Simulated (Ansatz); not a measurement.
Defect: Zr-vacancy pair (Zr on one host Ag site, one Ag site vacant) in fcc Ag, neutral cell. The step: Zr and the vacancy change places (Zr-vacancy distance between ideal sites 2.93 Å throughout); the atom moves 2.80 Å along (0.00, 0.48, 0.48) of the unit cell; the moving atom starts with neighbours 4 Ag at 2.91, 2 Ag at 2.93, 4 Ag at 2.96, Ag at 2.97 Å and ends with 4 Ag at 2.91, 2 Ag at 2.93, 4 Ag at 2.96, Ag at 2.97 Å. A PBE band in Ansatz (plane-wave PAW, a 2×2×2 k-point mesh shifted by half a step, 32 host sites, 17 SCF runs with any check of the saddle's order, static, no finite-size correction) gives a forward barrier of 0.99 eV. The saddle point's order was not checked, and it lies on a symmetry element of the cell, where a band can be held. Forms of the defect that were not tried may lie lower.

Single points at the band's start and saddle point can refine it. Rough cost of one point, in units of the band's mean SCF on the same machine:

```
Level                                                          Cost of one point
-------------------------------------------------------------  -----------------
PBE, a 4×4×4 k-point mesh shifted by half a step                         about 6
r2SCAN at 500 eV, a 2×2×2 k-point mesh shifted by half a step            under 2
```

**Question.** Which of these move the barrier by more than 0.1 eV, and how far does each move it?

**Answer.** PBE, a 4×4×4 k-point mesh shifted by half a step: -0.35 eV; r2SCAN at 500 eV, a 2×2×2 k-point mesh shifted by half a step: -0.05 eV. Each functional is compared with PBE at the same k-points.

Ansatz is a program for electronic structure.
